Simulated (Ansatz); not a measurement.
Subject: the formation energy of the neutral Sb_Si in Si (diamond, Fd-3m). Reaction: Sb (R-3m) + 215 Si (diamond) → cell A.

Cell A: a supercell of 216 sites of Si (diamond, Fd-3m) with Sb on a Si site (4 Si at 2.57 Å); an odd number of electrons; spin state with PBE: no moments, k-point mesh 1×1×1.
```yaml
crystal:
  lattice:
    - [16.26433, 0.00000, 0.00000]
    - [0.00000, 16.26433, 0.00000]
    - [0.00000, 0.00000, 16.26433]
  atoms:
    - { symbol: Si, position: [0.00000, 0.00000, 0.00000] }
    - { symbol: Si, position: [0.08329, 0.08333, 0.08333] }
    - { symbol: Si, position: [0.00000, 0.16666, 0.16666] }
    - { symbol: Si, position: [0.08335, 0.25001, 0.25001] }
    - { symbol: Si, position: [0.16657, 0.00002, 0.16664] }
    - { symbol: Si, position: [0.24993, 0.08329, 0.24992] }
    - { symbol: Si, position: [0.16657, 0.16664, 0.00002] }
    - { symbol: Si, position: [0.24993, 0.24992, 0.08329] }
    - { symbol: Si, position: [0.99998, 0.00002, 0.33324] }
    - { symbol: Si, position: [0.08325, 0.08329, 0.41660] }
    - { symbol: Si, position: [0.99967, 0.16634, 0.49984] }
    - { symbol: Si, position: [0.08264, 0.24931, 0.58351] }
    - { symbol: Si, position: [0.16660, 0.00022, 0.49996] }
    - { symbol: Si, position: [0.24995, 0.08333, 0.58333] }
    - { symbol: Si, position: [0.16658, 0.16647, 0.33325] }
    - { symbol: Si, position: [0.24994, 0.24969, 0.41660] }
    - { symbol: Si, position: [0.99967, 0.00033, 0.66682] }
    - { symbol: Si, position: [0.08325, 0.08338, 0.75007] }
    - { symbol: Si, position: [0.99998, 0.16664, 0.83343] }
    - { symbol: Si, position: [0.08337, 0.25004, 0.91663] }
    - { symbol: Si, position: [0.16658, 0.00020, 0.83342] }
    - { symbol: Si, position: [0.24993, 0.08338, 0.91675] }
    - { symbol: Si, position: [0.16660, 0.16645, 0.66671] }
    - { symbol: Si, position: [0.24989, 0.24974, 0.75011] }
    - { symbol: Si, position: [0.99998, 0.33324, 0.00002] }
    - { symbol: Si, position: [0.08325, 0.41660, 0.08329] }
    - { symbol: Si, position: [0.99967, 0.49984, 0.16634] }
    - { symbol: Si, position: [0.08264, 0.58351, 0.24931] }
    - { symbol: Si, position: [0.16658, 0.33325, 0.16647] }
    - { symbol: Si, position: [0.24994, 0.41660, 0.24969] }
    - { symbol: Si, position: [0.16660, 0.49996, 0.00022] }
    - { symbol: Si, position: [0.24995, 0.58333, 0.08333] }
    - { symbol: Si, position: [0.99980, 0.33325, 0.33325] }
    - { symbol: Si, position: [0.08302, 0.41660, 0.41660] }
    - { symbol: Si, position: [0.99969, 0.49987, 0.49987] }
    - { symbol: Si, position: [0.08282, 0.58333, 0.58333] }
    - { symbol: Si, position: [0.16552, 0.33219, 0.49964] }
    - { symbol: Si, position: [0.24785, 0.41452, 0.58416] }
    - { symbol: Si, position: [0.16552, 0.49964, 0.33219] }
    - { symbol: Si, position: [0.24785, 0.58416, 0.41452] }
    - { symbol: Si, position: [0.99978, 0.33326, 0.66671] }
    - { symbol: Si, position: [0.08307, 0.41656, 0.75011] }
    - { symbol: Si, position: [0.99978, 0.49996, 0.83340] }
    - { symbol: Si, position: [0.08264, 0.58316, 0.91736] }
    - { symbol: Si, position: [0.16678, 0.33344, 0.83322] }
    - { symbol: Si, position: [0.24989, 0.41656, 0.91693] }
    - { symbol: Si, position: [0.16615, 0.49999, 0.66667] }
    - { symbol: Si, position: [0.24785, 0.58251, 0.75215] }
    - { symbol: Si, position: [0.99967, 0.66682, 0.00033] }
    - { symbol: Si, position: [0.08325, 0.75007, 0.08338] }
    - { symbol: Si, position: [0.99998, 0.83343, 0.16664] }
    - { symbol: Si, position: [0.08337, 0.91663, 0.25004] }
    - { symbol: Si, position: [0.16660, 0.66671, 0.16645] }
    - { symbol: Si, position: [0.24989, 0.75011, 0.24974] }
    - { symbol: Si, position: [0.16658, 0.83342, 0.00020] }
    - { symbol: Si, position: [0.24993, 0.91675, 0.08338] }
    - { symbol: Si, position: [0.99978, 0.66671, 0.33326] }
    - { symbol: Si, position: [0.08307, 0.75011, 0.41656] }
    - { symbol: Si, position: [0.99978, 0.83340, 0.49996] }
    - { symbol: Si, position: [0.08264, 0.91736, 0.58316] }
    - { symbol: Si, position: [0.16615, 0.66667, 0.49999] }
    - { symbol: Si, position: [0.24785, 0.75215, 0.58251] }
    - { symbol: Si, position: [0.16678, 0.83322, 0.33344] }
    - { symbol: Si, position: [0.24989, 0.91693, 0.41656] }
    - { symbol: Si, position: [0.99969, 0.66680, 0.66680] }
    - { symbol: Si, position: [0.08302, 0.75006, 0.75006] }
    - { symbol: Si, position: [0.99980, 0.83342, 0.83342] }
    - { symbol: Si, position: [0.08335, 0.91665, 0.91665] }
    - { symbol: Si, position: [0.16552, 0.66702, 0.83448] }
    - { symbol: Si, position: [0.24994, 0.75006, 0.91698] }
    - { symbol: Si, position: [0.16552, 0.83448, 0.66702] }
    - { symbol: Si, position: [0.24994, 0.91698, 0.75006] }
    - { symbol: Si, position: [0.33318, 0.00033, 0.00033] }
    - { symbol: Si, position: [0.41667, 0.08333, 0.08333] }
    - { symbol: Si, position: [0.33318, 0.16634, 0.16634] }
    - { symbol: Si, position: [0.41684, 0.24931, 0.24931] }
    - { symbol: Si, position: [0.50016, 0.00033, 0.16634] }
    - { symbol: Si, position: [0.58340, 0.08338, 0.24992] }
    - { symbol: Si, position: [0.50016, 0.16634, 0.00033] }
    - { symbol: Si, position: [0.58340, 0.24992, 0.08338] }
    - { symbol: Si, position: [0.33329, 0.00022, 0.33326] }
    - { symbol: Si, position: [0.41667, 0.08333, 0.41662] }
    - { symbol: Si, position: [0.33320, 0.16636, 0.49987] }
    - { symbol: Si, position: [0.41667, 0.24949, 0.58333] }
    - { symbol: Si, position: [0.50013, 0.00031, 0.49987] }
    - { symbol: Si, position: [0.58338, 0.08333, 0.58333] }
    - { symbol: Si, position: [0.50004, 0.16645, 0.33326] }
    - { symbol: Si, position: [0.58344, 0.24974, 0.41656] }
    - { symbol: Si, position: [0.33320, 0.00031, 0.66680] }
    - { symbol: Si, position: [0.41667, 0.08333, 0.75005] }
    - { symbol: Si, position: [0.33329, 0.16645, 0.83340] }
    - { symbol: Si, position: [0.41649, 0.24931, 0.91736] }
    - { symbol: Si, position: [0.50004, 0.00022, 0.83340] }
    - { symbol: Si, position: [0.58340, 0.08329, 0.91675] }
    - { symbol: Si, position: [0.50013, 0.16636, 0.66680] }
    - { symbol: Si, position: [0.58340, 0.24969, 0.75006] }
    - { symbol: Si, position: [0.33329, 0.33326, 0.00022] }
    - { symbol: Si, position: [0.41667, 0.41662, 0.08333] }
    - { symbol: Si, position: [0.33320, 0.49987, 0.16636] }
    - { symbol: Si, position: [0.41667, 0.58333, 0.24949] }
    - { symbol: Si, position: [0.50004, 0.33326, 0.16645] }
    - { symbol: Si, position: [0.58344, 0.41656, 0.24974] }
    - { symbol: Si, position: [0.50013, 0.49987, 0.00031] }
    - { symbol: Si, position: [0.58338, 0.58333, 0.08333] }
    - { symbol: Si, position: [0.33298, 0.33219, 0.33219] }
    - { symbol: Si, position: [0.41749, 0.41452, 0.41452] }
    - { symbol: Si, position: [0.32557, 0.49223, 0.49223] }
    - { symbol: Sb, position: [0.41667, 0.58333, 0.58333] }
    - { symbol: Si, position: [0.50001, 0.33282, 0.49999] }
    - { symbol: Si, position: [0.58548, 0.41452, 0.58251] }
    - { symbol: Si, position: [0.50001, 0.49999, 0.33282] }
    - { symbol: Si, position: [0.58548, 0.58251, 0.41452] }
    - { symbol: Si, position: [0.33333, 0.33282, 0.66667] }
    - { symbol: Si, position: [0.41584, 0.41452, 0.75215] }
    - { symbol: Si, position: [0.33333, 0.49999, 0.83385] }
    - { symbol: Si, position: [0.41667, 0.58333, 0.91718] }
    - { symbol: Si, position: [0.50036, 0.33219, 0.83448] }
    - { symbol: Si, position: [0.58340, 0.41660, 0.91698] }
    - { symbol: Si, position: [0.50777, 0.49223, 0.67443] }
    - { symbol: Si, position: [0.58548, 0.58416, 0.75215] }
    - { symbol: Si, position: [0.33320, 0.66680, 0.00031] }
    - { symbol: Si, position: [0.41667, 0.75005, 0.08333] }
    - { symbol: Si, position: [0.33329, 0.83340, 0.16645] }
    - { symbol: Si, position: [0.41649, 0.91736, 0.24931] }
    - { symbol: Si, position: [0.50013, 0.66680, 0.16636] }
    - { symbol: Si, position: [0.58340, 0.75006, 0.24969] }
    - { symbol: Si, position: [0.50004, 0.83340, 0.00022] }
    - { symbol: Si, position: [0.58340, 0.91675, 0.08329] }
    - { symbol: Si, position: [0.33333, 0.66667, 0.33282] }
    - { symbol: Si, position: [0.41584, 0.75215, 0.41452] }
    - { symbol: Si, position: [0.33333, 0.83385, 0.49999] }
    - { symbol: Si, position: [0.41667, 0.91718, 0.58333] }
    - { symbol: Si, position: [0.50777, 0.67443, 0.49223] }
    - { symbol: Si, position: [0.58548, 0.75215, 0.58416] }
    - { symbol: Si, position: [0.50036, 0.83448, 0.33219] }
    - { symbol: Si, position: [0.58340, 0.91698, 0.41660] }
    - { symbol: Si, position: [0.32557, 0.67443, 0.67443] }
    - { symbol: Si, position: [0.41749, 0.75215, 0.75215] }
    - { symbol: Si, position: [0.33298, 0.83448, 0.83448] }
    - { symbol: Si, position: [0.41684, 0.91736, 0.91736] }
    - { symbol: Si, position: [0.50001, 0.66667, 0.83385] }
    - { symbol: Si, position: [0.58344, 0.75011, 0.91693] }
    - { symbol: Si, position: [0.50001, 0.83385, 0.66667] }
    - { symbol: Si, position: [0.58344, 0.91693, 0.75011] }
    - { symbol: Si, position: [0.66676, 0.00002, 0.00002] }
    - { symbol: Si, position: [0.75004, 0.08333, 0.08333] }
    - { symbol: Si, position: [0.66676, 0.16664, 0.16664] }
    - { symbol: Si, position: [0.74996, 0.25004, 0.25004] }
    - { symbol: Si, position: [0.83334, 0.00000, 0.16666] }
    - { symbol: Si, position: [0.91667, 0.08333, 0.24996] }
    - { symbol: Si, position: [0.83334, 0.16666, 0.00000] }
    - { symbol: Si, position: [0.91667, 0.24996, 0.08333] }
    - { symbol: Si, position: [0.66675, 0.00020, 0.33325] }
    - { symbol: Si, position: [0.75008, 0.08338, 0.41660] }
    - { symbol: Si, position: [0.66674, 0.16645, 0.49996] }
    - { symbol: Si, position: [0.75069, 0.24931, 0.58316] }
    - { symbol: Si, position: [0.83366, 0.00033, 0.49984] }
    - { symbol: Si, position: [0.91667, 0.08333, 0.58333] }
    - { symbol: Si, position: [0.83336, 0.16664, 0.33324] }
    - { symbol: Si, position: [0.91662, 0.24992, 0.41660] }
    - { symbol: Si, position: [0.66674, 0.00022, 0.66671] }
    - { symbol: Si, position: [0.75008, 0.08329, 0.75007] }
    - { symbol: Si, position: [0.66675, 0.16647, 0.83342] }
    - { symbol: Si, position: [0.74999, 0.25001, 0.91665] }
    - { symbol: Si, position: [0.83336, 0.00002, 0.83343] }
    - { symbol: Si, position: [0.91667, 0.08333, 0.91671] }
    - { symbol: Si, position: [0.83366, 0.16634, 0.66682] }
    - { symbol: Si, position: [0.91671, 0.24992, 0.75007] }
    - { symbol: Si, position: [0.66675, 0.33325, 0.00020] }
    - { symbol: Si, position: [0.75008, 0.41660, 0.08338] }
    - { symbol: Si, position: [0.66674, 0.49996, 0.16645] }
    - { symbol: Si, position: [0.75069, 0.58316, 0.24931] }
    - { symbol: Si, position: [0.83336, 0.33324, 0.16664] }
    - { symbol: Si, position: [0.91662, 0.41660, 0.24992] }
    - { symbol: Si, position: [0.83366, 0.49984, 0.00033] }
    - { symbol: Si, position: [0.91667, 0.58333, 0.08333] }
    - { symbol: Si, position: [0.66656, 0.33344, 0.33344] }
    - { symbol: Si, position: [0.75026, 0.41656, 0.41656] }
    - { symbol: Si, position: [0.66718, 0.49999, 0.49999] }
    - { symbol: Si, position: [0.75051, 0.58333, 0.58333] }
    - { symbol: Si, position: [0.83355, 0.33326, 0.49996] }
    - { symbol: Si, position: [0.91667, 0.41662, 0.58333] }
    - { symbol: Si, position: [0.83355, 0.49996, 0.33326] }
    - { symbol: Si, position: [0.91667, 0.58333, 0.41662] }
    - { symbol: Si, position: [0.66781, 0.33219, 0.66702] }
    - { symbol: Si, position: [0.75031, 0.41660, 0.75006] }
    - { symbol: Si, position: [0.66781, 0.49964, 0.83448] }
    - { symbol: Si, position: [0.75069, 0.58351, 0.91736] }
    - { symbol: Si, position: [0.83353, 0.33325, 0.83342] }
    - { symbol: Si, position: [0.91671, 0.41660, 0.91675] }
    - { symbol: Si, position: [0.83364, 0.49987, 0.66680] }
    - { symbol: Si, position: [0.91667, 0.58333, 0.75005] }
    - { symbol: Si, position: [0.66674, 0.66671, 0.00022] }
    - { symbol: Si, position: [0.75008, 0.75007, 0.08329] }
    - { symbol: Si, position: [0.66675, 0.83342, 0.16647] }
    - { symbol: Si, position: [0.74999, 0.91665, 0.25001] }
    - { symbol: Si, position: [0.83366, 0.66682, 0.16634] }
    - { symbol: Si, position: [0.91671, 0.75007, 0.24992] }
    - { symbol: Si, position: [0.83336, 0.83343, 0.00002] }
    - { symbol: Si, position: [0.91667, 0.91671, 0.08333] }
    - { symbol: Si, position: [0.66781, 0.66702, 0.33219] }
    - { symbol: Si, position: [0.75031, 0.75006, 0.41660] }
    - { symbol: Si, position: [0.66781, 0.83448, 0.49964] }
    - { symbol: Si, position: [0.75069, 0.91736, 0.58351] }
    - { symbol: Si, position: [0.83364, 0.66680, 0.49987] }
    - { symbol: Si, position: [0.91667, 0.75005, 0.58333] }
    - { symbol: Si, position: [0.83353, 0.83342, 0.33325] }
    - { symbol: Si, position: [0.91671, 0.91675, 0.41660] }
    - { symbol: Si, position: [0.66718, 0.66667, 0.66667] }
    - { symbol: Si, position: [0.75026, 0.75011, 0.75011] }
    - { symbol: Si, position: [0.66656, 0.83322, 0.83322] }
    - { symbol: Si, position: [0.74996, 0.91663, 0.91663] }
    - { symbol: Si, position: [0.83355, 0.66671, 0.83340] }
    - { symbol: Si, position: [0.91662, 0.75007, 0.91675] }
    - { symbol: Si, position: [0.83355, 0.83340, 0.66671] }
    - { symbol: Si, position: [0.91662, 0.91675, 0.75007] }
```

Reference: Sb (R-3m), 2 atoms in the cell, k-point mesh 10×10×10 on the run's own vectors. Conventional cell: a = 4.3241 Å, b = 4.3241 Å, c = 11.0498 Å, α = 90.00°, β = 90.00°, γ = 120.00°.

Reference: Si (diamond, Fd-3m), 216 atoms in the cell, the relaxed perfect crystal repeated, atoms not moved again, k-point mesh 1×1×1 on the run's own vectors.

Plane-wave PAW calculations with Ansatz (a quantum-chemistry and plane-wave program), its default PAW set, cutoff 420 eV, 500 eV for r2SCAN. The structures are at rest with PBE+D3(BJ), within the held lattices; other levels are single points on them. Neutral cells; Fermi-Dirac smearing of at most 0.05 eV in the solids, energies taken to zero width. The lattices are those relaxed with PBE+D3(BJ), so at other levels the solids can be strained, which adds to the spread. Larger cells are relaxed from a start prepared with the learned potential CHGNet till forces fall under 0.03 eV/Å, which some starts already meet. A dispersion term (D3(BJ), or D4 for r2SCAN) was computed beside these levels and is taken off wherever the name lacks it. The PAW files were made for PBE and serve at the other functionals too. Space groups of crystals are read within 0.01 Å. Nuclei at rest; no vibrational terms. No structure search was made; lower ones may exist. The runs are scalar-relativistic, without spin-orbit coupling. Values are for these cell sizes. Mesh and cell size may move defect energies by 0.1 eV or more.

Task: Estimate the value that r2SCAN+D4 returns for this input.

Result: 1.09 eV, for Sb (R-3m) + 215 Si (diamond) → cell A.

Task: What do the other levels give, and how wide is the spread?

Result: 
```csv
Method,value (eV),less r2SCAN+D4
PBE+D3(BJ),1.01,-0.08
r2SCAN,1.15,0.06
```

The levels shown span 0.14 eV, from PBE+D3(BJ) (1.01) to r2SCAN (1.15).
